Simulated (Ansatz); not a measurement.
## Response to strain in hypothetical CdI2 type MgH2

Consider MgH$_{2}$ in the CdI2 type structure (space group P-3m1, No. 164; a = 2.984 Å, c = 4.113 Å; a hypothetical phase, not in the database extracts checked). Axes: x lies along a and z along c of the hexagonal cell.

Strains are applied to the cell and any free atomic positions relax; under biaxial strain the out-of-plane vector relaxes too; under stress the whole cell relaxes.

All numbers come from DFT with PBE-D3(BJ), PAW potentials and a 420 eV plane-wave cutoff in Ansatz (a program for electronic structure), no SOC.

Notes on the quantities. pressure: mean of the normal stresses, compression positive.

```tsv
variant	smallest direct gap	volume per atom	gap character	pressure
base	4.82 eV	10.57 Å³	indirect, K–Γ (47 % along) → k = (0, 0.462, -3/8) in the run's primitive reciprocal basis	-0.1 kbar
biaxial strain −2.61 %, plane normal [001], relaxed out of plane	4.95 eV	10.06 Å³	indirect, k = (0.154, 0.385, 0) in the run's primitive reciprocal basis → k = (0, 0.462, 3/8) in the run's primitive reciprocal basis	29.0 kbar
isotropic strain −1.73 %	4.89 eV	10.03 Å³	indirect, K–Γ (47 % along) → k = (0, 0.462, -3/8) in the run's primitive reciprocal basis	21.1 kbar
isotropic strain +1.18 %	4.76 eV	10.95 Å³	–	-12.4 kbar
uniaxial strain ε_xx = −5.27 %	4.84 eV	10.01 Å³	indirect, k = (0.385, -0.231, 0) in the run's primitive reciprocal basis → k = (0, 0.462, -3/8) in the run's primitive reciprocal basis	31.2 kbar
uniaxial strain ε_xx = −0.59 %	4.83 eV	10.51 Å³	indirect, Γ–C (53 % along) → k = (0, 0.462, -3/8) in the run's primitive reciprocal basis	3.0 kbar
uniaxial strain ε_xx = +1.27 %	4.77 eV	10.71 Å³	indirect, k = (0.077, 0.231, 0) in the run's primitive reciprocal basis → k = (0.462, 0, 3/8) in the run's primitive reciprocal basis	-6.3 kbar
uniaxial stress, 8 GPa tension along x	2.05 eV	10.47 Å³	indirect, Σ₀–Γ (65 % along) → T	–
```

Stability under load was not tested beyond the relaxation. Under uniaxial stress, 8 GPa tension along x atoms moved by over 0.3 Å (layers or molecules slid or turned), so the response is not a plain elastic one. Under uniaxial stress, 8 GPa tension along x the cell changed shape so far that it is another structure. k-point labels follow each cell's own Brillouin zone.
